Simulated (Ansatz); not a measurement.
Consider PtGe (space group Pnma, No. 62; a = 5.7718 Å, b = 3.7130 Å, c = 6.1288 Å).

The values are results of r2SCAN, PAW, 500 eV (Ansatz, a quantum-chemistry and plane-wave program; no SOC), not measurements.

One change was made to it. Results:

| quantity | base | after |
|---|---|---|
| density | 13.54 g/cm³ | 13.60 g/cm³ |
| band gap | zero | zero |
| shortest interatomic distance | 2.480 Å | 2.478 Å |

Which change produced these results?
A) pressure 7.5 GPa
B) pressure 0.7 GPa
C) pressure 3 GPa

B, pressure 0.7 GPa. For comparison, the density in the other runs: pressure 7.5 GPa gives 14.12 g/cm³; pressure 3 GPa gives 13.78 g/cm³.

Load acts through the strain it causes; cell and atoms are relaxed under it. No phonon test of stability was made. Competing high-pressure phases were not computed. The final runs are not spin-polarised.
